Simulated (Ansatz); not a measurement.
The reference is CaO in the rock salt structure (space group Fm-3m, No. 225).

```cif
data_CaO
_chemical_formula_sum 'Ca1 O1'
_space_group_name_H-M_alt 'P 1'
_space_group_IT_number 1
_cell_length_a 3.37086
_cell_length_b 3.37086
_cell_length_c 3.37086
_cell_angle_alpha 60.000
_cell_angle_beta 60.000
_cell_angle_gamma 60.000
loop_
_space_group_symop_operation_xyz
  'x, y, z'
loop_
_atom_site_label
_atom_site_type_symbol
_atom_site_fract_x
_atom_site_fract_y
_atom_site_fract_z
_atom_site_occupancy
Ca1 Ca 0.00000 0.00000 0.00000 1
O1 O 0.50000 0.50000 0.50000 1
```

Level of theory: PBEsol, PAW, 420 eV (Ansatz, an electronic-structure program; scalar-relativistic without spin-orbit coupling).

For the base:

| Item | Value |
|---|---|
| Valley order | X along ⟨100⟩ 3.54 eV; Γ 4.78 eV |

Perturbation: hole doping at 3.0×10^21 cm⁻³ (0.0813 per cell), with a uniform compensating background at fixed cell and a 300 K Fermi–Dirac width.

Question: Estimate the effect on the valley order and Fermi level from band edge.

Answer: The valley order (the lowest conduction-band minima on the path, energy above the VBM, named in the base's zone) goes from X along ⟨100⟩ 3.54 eV; Γ 4.78 eV to X along ⟨100⟩ 3.72 eV; Γ 4.93 eV; the Fermi level relative to the doped band's edge (positive inside the band; to 0.05 eV) amounts to +0.20 eV.

Carriers are added with a uniform compensating background; total energy and stress of such cells depend on the potential's zero and are not compared; many-body gap narrowing is missing at this level. The levels and masses belong to the bands next to the band gap. No phonon test of stability was made.
